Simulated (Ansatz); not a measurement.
The reference is Pt in the fcc (Cu type) structure (space group Fm-3m, No. 225; a = 3.9721 Å; relaxed with 0.1 eV smearing).

The values are results of Kohn–Sham DFT with the PBE functional, run in Ansatz (an electronic-structure program) with PAW and 420 eV plane waves, scalar-relativistic without spin-orbit coupling, not measurements.

Base values:

| Item | Result |
|---|---|
| Pressure | 0.0 GPa |
| Band gap | zero |

Now apply this change: the cell is scaled by 1.0100 in all directions; the atoms relax in the strained cell.

Question: How does this affect the energy relative to the base?

Answer: The energy goes up by 10 meV/atom.

Question: What does the calculation give for the pressure after the change?

Answer: The pressure goes from zero to -6.8 GPa.

Question: What happens to the band gap?

Answer: The band gap stays zero.

No phonon test of stability was made. All final runs are without spin polarisation. Pt lies near a magnetic instability that expansion can trigger; it was not tested.
